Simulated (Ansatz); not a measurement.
**Cohesive energy of Os (Fm-3m, No. 225, 1 atom in the cell; start COD 1534943; another form than the element's usual one) at several levels of theory**

No measured value is used here.

| level (code) | value (eV/atom) | cell (Å³/atom) |
|---|---|---|
| LDA (Ansatz) | 10.16 | 13.75 |
| PBEsol (Ansatz) | 9.34 | 13.94 |
| r²SCAN (Ansatz) | 7.96 | 14.08 |

Free atoms are spin-polarised, in the lowest state found; at levels without +SOC their spin–orbit coupling is left out.  Density-functional levels without +SOC have no spin–orbit coupling, which shifts binding energies of heavy elements. LDA, PBEsol, r²SCAN: the run has no spin polarisation, so it can have missed a magnetic state. LDA, PBEsol, r²SCAN: the relaxation could not lower the start's symmetry, so the cell can be a saddle point above a distorted one. Each level is taken at its own relaxed cell. Cutoffs differ between the levels. Ansatz's density-functional and Hartree–Fock values are scalar-relativistic unless marked +SOC, with PAW data made under PBE.

Ansatz is a quantum-chemistry and plane-wave program.
